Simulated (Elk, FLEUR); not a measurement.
A FLEUR input for a self-consistent single point of HfRu₃ (P6_3/mmc, 8 atoms in the cell) (DFT, PBEsol, all-electron FLAPW (FLEUR), scalar-relativistic valence):

Input of the input generator:

```
HfRu3 FLAPW
&input film=f /
10.4902859572 -0.0000001160 0.0000000000
-5.2451428782 9.0848541899 0.0000000000
0.0000000000 0.0000000000 8.2582807989
1.0
1.0 1.0 1.0

8
72 0.6666666667 0.3333333333 0.2500000000
72 0.3333333333 0.6666666667 0.7500000000
44 0.3292000000 0.1646000000 0.7500000000
44 0.6708000000 0.8354000000 0.2500000000
44 0.1646000000 0.3292000000 0.2500000000
44 0.8354000000 0.6708000000 0.7500000000
44 0.8354000000 0.1646000000 0.7500000000
44 0.1646000000 0.8354000000 0.2500000000

&comp jspins=1 /
&exco xctyp='PBEs' /
&kpt div1=4 div2=4 div3=5 gamma=t /
&end /
```

```xml
<?xml version="1.0" encoding="UTF-8" standalone="no"?>
<fleurInput fleurInputVersion="0.39">
   <comment>
      HfRu3 FLAPW                                                                                         
   </comment>
   <calculationSetup>
      <cutoffs Kmax="4.1" Gmax="16.4" GmaxXC="16.4" numbands="0"/>
      <scfLoop itmax="80" minDistance="0.00001" maxIterBroyd="99" imix="Anderson" alpha="0.05" precondParam="0.0" spinf="2.0"/>
      <coreElectrons ctail="T" frcor="F" kcrel="0" coretail_lmax="0"/>
      <xcFunctional name="PBEs" relativisticCorrections="F"/>
      <magnetism jspins="1"/>
      <soc l_soc="F" theta="0.0" phi="0.0" spav="F"/>
      <expertModes spex="0" secvar="F"/>
      <geometryOptimization l_f="T" forcealpha="1.0" forcemix="BFGS" epsdisp="0.00001" epsforce="0.00001"/>
      <ldaU l_linMix="F" mixParam="0.05" spinf="1.0"/>
   </calculationSetup>
   <cell>
      <bzIntegration valenceElectrons="136.0" mode="gauss" fermiSmearingEnergy="0.00367493">
         <kPointListSelection listName="default-1"/>
         <!-- k-points included here -->
         <xi:include xmlns:xi="http://www.w3.org/2001/XInclude" href="kpts.xml"> </xi:include>
      </bzIntegration>
      <!-- symmetry operations included here -->
      <xi:include xmlns:xi="http://www.w3.org/2001/XInclude" href="sym.xml"> </xi:include>
      <bulkLattice scale="1.0">
         <bravaisMatrix>
            <row-1>   10.4902859571999993    -0.0000001160000000     0.0000000000000000</row-1>
            <row-2>   -5.2451428782000002     9.0848541898999997     0.0000000000000000</row-2>
            <row-3>    0.0000000000000000     0.0000000000000000     8.2582807988999996</row-3>
         </bravaisMatrix>
      </bulkLattice>
   </cell>
   <atomSpecies>
      <species name="Hafnium (Hf)" element="Hf" atomicNumber="72">
         <mtSphere radius="2.42" gridPoints="853" logIncrement="0.016"/>
         <atomicCutoffs lmax="10" lnonsphr="8"/>
         <electronConfig flipSpins="F">
            <coreConfig>(1s1/2) (2s1/2) (2p1/2) (2p3/2) (3s1/2) (3p1/2) (3p3/2) (4s1/2) (3d3/2) (3d5/2) (4p1/2) (4p3/2) (4d3/2) (4d5/2)</coreConfig>
            <valenceConfig>(5s1/2) (5p1/2) (5p3/2) (6s1/2) (4f5/2) (4f7/2) (5d3/2) (5d5/2)</valenceConfig>
            <stateOccupation state="(5d3/2)" spinUp="0.4" spinDown="0.4"/>
            <stateOccupation state="(5d5/2)" spinUp="0.6" spinDown="0.6"/>
         </electronConfig>
         <energyParameters s="6" p="6" d="5" f="5"/>
         <lo type="SCLO" l="0" n="5" eDeriv="0"/>
         <lo type="SCLO" l="1" n="5" eDeriv="0"/>
         <lo type="SCLO" l="3" n="4" eDeriv="0"/>
      </species>
      <species name="Ruthenium (Ru)" element="Ru" atomicNumber="44">
         <mtSphere radius="2.38" gridPoints="839" logIncrement="0.015"/>
         <atomicCutoffs lmax="10" lnonsphr="8"/>
         <electronConfig flipSpins="F">
            <coreConfig>(1s1/2) (2s1/2) (2p1/2) (2p3/2) (3s1/2) (3p1/2) (3p3/2) (4s1/2) (3d3/2) (3d5/2)</coreConfig>
            <valenceConfig>(4p1/2) (4p3/2) (5s1/2) (4d3/2) (4d5/2)</valenceConfig>
            <stateOccupation state="(5s1/2)" spinUp="0.5" spinDown="0.5"/>
            <stateOccupation state="(4d3/2)" spinUp="1.4" spinDown="1.4"/>
            <stateOccupation state="(4d5/2)" spinUp="2.1" spinDown="2.1"/>
         </electronConfig>
         <energyParameters s="5" p="5" d="4" f="4"/>
         <lo type="SCLO" l="1" n="4" eDeriv="0"/>
      </species>
   </atomSpecies>
   <atomGroups>
      <atomGroup species="Hafnium (Hf)">
         <relPos label="                   1">-1.000/3.000 1.000/3.000 1.000/4.000</relPos>
         <relPos label="                   2">1.000/3.000 -1.000/3.000 -1.000/4.000</relPos>
         <force calculate="T" relaxXYZ="TTT"/>
      </atomGroup>
      <atomGroup species="Ruthenium (Ru)">
         <relPos label="                   3">.3292000000 .1646000000 -1.000/4.000</relPos>
         <relPos label="                   4">-.3292000000 -.1646000000 1.000/4.000</relPos>
         <relPos label="                   5">.1646000000 .3292000000 1.000/4.000</relPos>
         <relPos label="                   6">-.1646000000 -.3292000000 -1.000/4.000</relPos>
         <relPos label="                   7">-.1646000000 .1646000000 -1.000/4.000</relPos>
         <relPos label="                   8">.1646000000 -.1646000000 1.000/4.000</relPos>
         <force calculate="T" relaxXYZ="TTT"/>
      </atomGroup>
   </atomGroups>
   <output dos="F" band="F" slice="F">
      <checks vchk="F" cdinf="F"/>
      <bandDOS minEnergy="-.5*Htr" maxEnergy="0.5*Htr" sigma="0.015" storeEVData="T"/>
      <vacuumDOS vacdos="F" integ="F" star="F" nstars="0" locx1="0.0" locy1="0.0" locx2="0.0" locy2="0.0" nstm="0" tworkf="0.0"/>
      <unfoldingBand unfoldBand="F" supercellX="1" supercellY="1" supercellZ="1"/>
      <plotting iplot="0" polar="F">
         <plot TwoD="T" vec1="  1.0  0.0  0.0" vec2="  0.0  1.0  0.0" vec3="  0.0  0.0  1.0" zero="  0.0  0.0  0.0" file="plot"/>
      </plotting>
      <chargeDensitySlicing numkpt="0" minEigenval="0.0" maxEigenval="0.0" nnne="0" pallst="F"/>
      <specialOutput eonly="F"/>
      <magneticCircularDichroism mcd="F" energyLo="-10.0" energyUp="0.0"/>
   </output>
  <!-- We include the file relax.xml here to enable relaxations (see documentation) -->
  <xi:include xmlns:xi="http://www.w3.org/2001/XInclude" href="relax.xml"> <xi:fallback/> </xi:include>
</fleurInput>
```

**Question.** Give the Elk input for the same structure, mesh, smearing and functional.

**Answer.** This is the input that was run; spellings and numerical settings could be chosen otherwise.

```
tasks
  0

xctype
  22

rmtscf
  0.91

stype
  0

swidth
  0.00367493

maxscl
  100

avec
   10.4902859572   -0.0000001160    0.0000000000
   -5.2451428782    9.0848541899    0.0000000000
    0.0000000000    0.0000000000    8.2582807989

atoms
  2
  'Hf.in'
  2
  0.6666666667  0.3333333333  0.2500000000    0.0 0.0 0.0
  0.3333333333  0.6666666667  0.7500000000    0.0 0.0 0.0
  'Ru.in'
  6
  0.3291990000  0.1645990000  0.7500000000    0.0 0.0 0.0
  0.6707990000  0.8353990000  0.2500000000    0.0 0.0 0.0
  0.1645990000  0.3291990000  0.2500000000    0.0 0.0 0.0
  0.8353990000  0.6707990000  0.7500000000    0.0 0.0 0.0
  0.8353990000  0.1645990000  0.7500000000    0.0 0.0 0.0
  0.1645990000  0.8353990000  0.2500000000    0.0 0.0 0.0

ngridk
  4 4 5
```

Basis settings and potentials, where a program has them, do not carry over. This input uses DFT, PBEsol, all-electron FP-LAPW, Elk's shipped species files, default APW+lo basis.

The starting cell comes from a database of computed structures (which also holds hypothetical and non-ambient phases and stackings), without a prior relaxation at this level. For this run, on top of that: lattice scaled by 0.98.
